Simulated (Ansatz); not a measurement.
Worked calculations on one periodic cell of amorphous Si24O50Sn: Si24O50Sn, 75 atoms, volume 1129.3 Å³, made by a melt-quench on the CHGNet potential and relaxed with DFT. O atoms were pushed apart under 1.9 Å during the dynamics, to hinder bonds among them. It is a model cell: composition and starting density were chosen by hand, and all elements were melted together. Cycles of charging were run to anneal it. Computed with PBE, scalar-relativistic without spin-orbit coupling (plane waves to 420 eV, PAW; Ansatz, a quantum-chemistry and plane-wave program). Sampling: a 2×2×2 Γ-centred mesh; Fermi-Dirac width 0.02 eV; no spin polarisation. Its volume was held where the quench left it, its shape was free, and it stands at a mean pressure of 0.3 GPa with stress components up to 0.3 GPa; the relaxation ran on the zone centre alone. Its density went from a set 2.34 to 2.34 g/cm³. The cell is small and was quenched far faster than a real film, so it is one sample of the glass.

### Question
Count formal charges (Si +4, O -2, Sn +4). What does the count lead one to expect at the Fermi level, and what does the calculation give?

### Answer
24 × (+4) + 50 × (-2) + 1 × (+4) = 0. The charges balance, so the anion-derived valence states can be full and a gap can open. On this mesh the highest filled and lowest empty level lie 3.69 eV apart, the PBE gap of this cell, with a localised state at one edge or both.

Four energies for an added electron at PBE on the zone centre alone (charged cells in a uniform background, spin-polarised): neutral at the neutral geometry -49727.588 eV; charged at the neutral geometry -49722.114 eV; charged and relaxed -49722.823 eV; neutral at the charged geometry -49726.478 eV.

### Question
Find the two relaxation energies and their sum, the reorganisation energy.

### Answer
On charging: -49722.114 − (-49722.823) = 0.709 eV. On discharging: -49726.478 − (-49727.588) = 1.110 eV. The sum is 1.819 eV. The carrier's level spreads over 4 of the 75 atoms' worth, so it counts as localised, most on one Sn atom with neighbours O 1.93 Å, O 1.98 Å, O 1.98 Å, O 1.99 Å (neutral geometry). The values are uncorrected: the image energy of a point charge in this cell, 2.84 × 14.40 / (2 × 10.4) = 2.0 eV before screening, is screened by electrons alone at the fixed geometry and by ions too after relaxing, and the carrier can be spread before it relaxes, so each term can be off by up to that value times 1/ε∞, some tenths of an eV. PBE's self-interaction favours spread-out carriers, so a hybrid can localise more.

Four energies for a hole at PBE on the zone centre alone (charged cells in a uniform background, spin-polarised): neutral at the neutral geometry -49727.588 eV; charged at the neutral geometry -49728.682 eV; charged and relaxed -49728.789 eV; neutral at the charged geometry -49727.307 eV.

### Question
Find the two relaxation energies and their sum, the reorganisation energy.

### Answer
On charging: -49728.682 − (-49728.789) = 0.107 eV. On discharging: -49727.307 − (-49727.588) = 0.281 eV. The sum is 0.388 eV. The carrier's level spreads over 9 of the 75 atoms' worth, so it counts as partly localised, most on one O atom with neighbours Si 1.64 Å, Si 1.64 Å (neutral geometry). The values are uncorrected: the image energy of a point charge in this cell, 2.84 × 14.40 / (2 × 10.4) = 2.0 eV before screening, is screened by electrons alone at the fixed geometry and by ions too after relaxing, and the carrier can be spread before it relaxes, so each term can be off by up to that value times 1/ε∞, some tenths of an eV. PBE's self-interaction favours spread-out carriers, so a hybrid can localise more.
